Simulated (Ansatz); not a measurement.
These are PBE (plane waves to 420 eV, PAW; Ansatz, a quantum-chemistry and plane-wave program) values and carry that method's errors.

Electrostatic potential energy of an electron, averaged over planes parallel to the surface, in eV from the Fermi level, for a constructed model of the (110) surface of bcc Mo, a layer of Zn in place of the second plane (bottom of the slab: a bare face, its two planes held):

```
z (Å)  V (eV)
-----  ------
3.66     4.66
3.94     4.65
4.22     4.65
4.50     4.65
4.78     4.63
5.06     4.61
5.34     4.57
5.62     4.48
5.91     4.31
6.19     3.97
6.47     3.33
6.75     2.11
7.03    -0.24
7.31    -5.46
7.59   -13.82
7.88   -21.03
8.16   -23.05
8.44   -18.81
8.72   -10.67
9.00    -3.75
9.28    -2.17
9.56    -6.30
9.84   -14.59
10.12  -21.71
10.41  -23.43
10.69  -18.82
10.97  -10.49
11.25   -3.73
11.53   -2.43
11.81   -6.84
12.09  -15.16
12.38  -21.99
12.66  -23.25
12.94  -18.25
13.22   -9.84
13.50   -3.44
13.78   -2.76
14.06   -7.98
14.34  -16.36
14.62  -22.34
14.91  -22.51
15.19  -16.77
15.47   -8.29
15.75   -2.21
16.03   -0.69
16.31   -3.71
16.59   -8.39
16.88  -11.57
17.16  -11.41
17.44   -8.00
17.72   -3.33
18.00   -0.76
18.28   -3.07
18.56  -10.02
18.84  -18.28
19.12  -22.85
19.41  -21.26
19.69  -14.30
19.97   -5.77
20.25   -0.16
20.53    2.42
20.81    3.76
21.09    4.47
21.38    4.83
21.66    5.02
21.94    5.12
22.22    5.17
22.50    5.19
22.78    5.20
23.06    5.21
23.34    5.21
23.62    5.21
```

Slab: 6 atoms, 10.8 Å thick at the start with caps and adatoms (thin: gaps and levels are the slab's own); k 14x14x1, smearing 0.1 eV, dipole-corrected; 2 atoms held, the rest relaxed; symmetry of the start imposed; no spin, no spin-orbit, no U. In PBE it lies 0.25 eV a 1x1 cell over the lowest computed structure of the same composition (a layer of Zn in place of the third plane).

Task: The surface cell has an area of 7.06 Å². What dipole along the normal does the step between the two vacuum levels imply?

Result: the top vacuum level lies 0.56 eV above the bottom one; p = −ε₀ A ΔV (ε₀ = 0.005526 e/(V·Å)) gives -0.02 e·Å a cell.
